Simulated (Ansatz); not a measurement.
Partial pair distribution functions of a relaxed model of amorphous Ge$_{12}$Sb$_{12}$Te$_{30}$Ag$_{3}$, broadened by 0.06 Å; density 6.28 g/cm³. Calculation: PBE-D3(BJ), scalar-relativistic without spin-orbit coupling, PAW (Ansatz default set, large-core Te) (plane waves to 420 eV; Ansatz, a program for electronic structure).

The cell was made by melting and quenching with the CHGNet potential and then relaxed with DFT. The hot cell started wider than the set density and was brought back towards it in steps. It is the lowest in DFT energy of 3 quenches. It is a model cell: composition and starting density were chosen by hand, and all elements were melted together. The geometry includes D3(BJ) dispersion. Its density started from a set value of 5.96 and ended at 6.28 g/cm³. The quench (nominally 76 K/ps over its main leg) was far faster than any real one, so the model tends to hold more defects than a real film. One small periodic cell is one sample of the glass; other quenches scatter about these values. Volume and shape were free in the relaxation. On a 2×2×2 Γ-centred mesh force components of up to 0.28 eV/Å stay, since the relaxation ran on one k-point at (1/4, 1/4, 1/4).

```
r (Å)  g Sb-Te  g Ge-Te  g Ge-Ge  g Sb-Sb
-----  -------  -------  -------  -------
2.35      0.00     0.00     0.00     0.00
2.45      0.00     0.00     0.47     0.00
2.55      0.00     0.04     4.16     0.00
2.65      0.02     1.27     3.55     0.00
2.75      0.75     6.03     0.25     0.11
2.85      4.11     5.16     0.00     1.68
2.95      4.77     2.14     0.03     2.34
3.05      3.41     1.62     0.69     0.33
3.15      2.67     2.40     1.12     0.01
3.25      1.67     1.70     0.18     0.23
3.35      2.01     1.06     1.10     1.99
3.45      1.49     0.87     3.29     1.06
3.55      0.96     1.07     4.82     0.10
3.65      1.16     0.82     2.60     0.77
3.75      0.95     1.04     0.38     0.53
3.85      0.39     0.90     0.80     0.05
3.95      0.49     0.46     0.54     0.69
4.05      0.40     0.37     1.39     1.51
4.15      0.21     0.54     2.06     1.57
4.25      0.49     0.75     0.81     1.86
4.35      0.97     1.11     0.82     1.95
4.45      0.90     0.94     2.24     1.45
4.55      0.71     0.58     2.03     1.39
4.65      0.86     0.44     0.90     1.86
4.75      1.03     0.49     1.09     2.19
4.85      0.94     0.67     0.25     0.90
4.95      0.53     0.53     0.38     0.19
5.05      0.55     0.95     0.68     0.61
5.15      0.68     0.77     0.89     1.12
5.25      0.77     0.63     0.29     0.91
5.35      1.00     0.85     0.65     0.32
5.45      1.13     1.22     0.55     0.93
5.55      0.81     1.12     0.40     0.63
```

Within 3.42 Å each Sb has 4.08 Te neighbours on average.
